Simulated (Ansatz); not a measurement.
The starting structures come from a database of crystals and need not be the phases stable at ambient conditions.

Inside the gap of an insulator the Bloch states are evanescent, with a wavenumber k + iκ along the transport direction.

Consider the following.

```xyz
10
Lattice="6.6648 0.0000 0.0000 -0.4664 9.5775 0.0000 3.0992 4.7888 3.4470" Properties=species:S:1:pos:R:3 pbc="T T T"
Cs     6.2116     7.1061     3.4470
Cs     2.8792     7.1061     0.0000
Pb     6.0909     9.4974     0.0000
Pb     9.4232     9.4974     3.4470
F      4.5063     5.1514     1.7094
F      1.3472     9.3942     1.3447
F      6.6809     2.2307     0.3930
F      7.8386     5.1514     1.7376
F      4.6796     9.3942     2.1023
F      2.8822    11.8082     3.0540
```

Space group of this cell: R3c. The cell is taken as given.

Transport runs along the normal of the first two printed cell vectors, the (110) plane of the conventional cell.

No gap correction and no spin-orbit coupling; mid-gap values are interpolated between computed energies.

Task: Predict the band gap and the smallest decay constant κ at mid-gap from PBEsol run with Ansatz (a first-principles code).

Result: Gap 3.46 eV on a 10×10×10 mesh; κ = 0.361 1/Å, at the zone centre.
